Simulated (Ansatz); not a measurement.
## CdS, response to strain

Base system: CdS in the wurtzite structure (space group P6_3mc, No. 186; a = 4.196 Å, c = 6.830 Å). Axes: x lies along a and z along c of the hexagonal cell.

Strains are applied to the cell and any free atomic positions relax.

The values are results of DFT with PBE, PAW potentials and a 420 eV plane-wave cutoff in Ansatz (an electronic-structure program), no SOC, not measurements.

Notes on the quantities. energy relative to the base: free energy F; pressure: mean of the normal stresses, compression positive.

```tsv
case	band gap	width of the top valence band	volume per atom	energy relative to the base	pressure
base	1.11 eV	1.55 eV	26.04 Å³	0 meV/atom	0.00 GPa
uniaxial strain ε_zz = −3.00 %	1.19 eV	1.66 eV	25.26 Å³	+6.3 meV/atom	1.71 GPa
uniaxial strain ε_zz = −2.40 %	1.18 eV	1.63 eV	25.41 Å³	+4.0 meV/atom	1.35 GPa
uniaxial strain ε_zz = −1.80 %	1.17 eV	1.60 eV	25.57 Å³	+2.3 meV/atom	1.00 GPa
uniaxial strain ε_zz = −1.20 %	[?]	[?]	25.72 Å³	[?]	[?]
uniaxial strain ε_zz = −0.60 %	1.14 eV	1.57 eV	25.88 Å³	+0.2 meV/atom	0.32 GPa
```

### Question
Some entries are withheld; estimate them.

### Answer

- uniaxial strain ε_zz = −1.20 %, band gap: 1.16 eV
- uniaxial strain ε_zz = −1.20 %, width of the top valence band: 1.58 eV
- uniaxial strain ε_zz = −1.20 %, energy relative to the base: +1.0 meV/atom
- uniaxial strain ε_zz = −1.20 %, pressure: 0.66 GPa

No phonon test of stability was made.
